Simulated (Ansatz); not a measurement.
Element substitutions in BeSe

Take BeSe in the zinc blende structure (space group F-43m, No. 216) as the base.

```xyz
2
Lattice="0.0000 2.5645 2.5645 2.5645 0.0000 2.5645 2.5645 2.5645 0.0000" Properties=species:S:1:pos:R:3 pbc="T T T"
Se     3.8467     3.8467     3.8467
Be     0.0000     0.0000     0.0000
```

Each row replaces one element on all its sites; cell and atoms are relaxed.

Method: PBEsol, PAW, 420 eV (Ansatz, an electronic-structure program; spin-orbit coupling left out).

Notes on the quantities. hole mass: degenerate bands, along [100].

```json
[
 {"change": "base", "hole mass": "0.23, 0.46, 0.46 mₑ (at Γ)", "lattice parameter a": "5.129 Å", "gap character": "indirect, Γ → X"},
 {"change": "Se → Te", "hole mass": "0.20, 0.33, 0.33 mₑ (at Γ)", "lattice parameter a": "5.604 Å", "gap character": "indirect, Γ → X"},
 {"change": "Be → Mg", "hole mass": "0.22, 1.2, 1.2 mₑ (at Γ)", "lattice parameter a": "5.937 Å", "gap character": "direct at Γ"},
 {"change": "Se → S", "hole mass": "0.33, 0.55, 0.55 mₑ (at Γ)", "lattice parameter a": "4.838 Å", "gap character": "indirect, Γ → X"}
]
```

With Te present, leaving out spin-orbit coupling can change the band edges. Effective masses come from finite differences of ±0.01 Å⁻¹. Whether these cells are dynamically stable was not tested. For MgSe in this form, whether it has been made was not checked. This is not the structure that MgSe has at room temperature and ambient pressure.
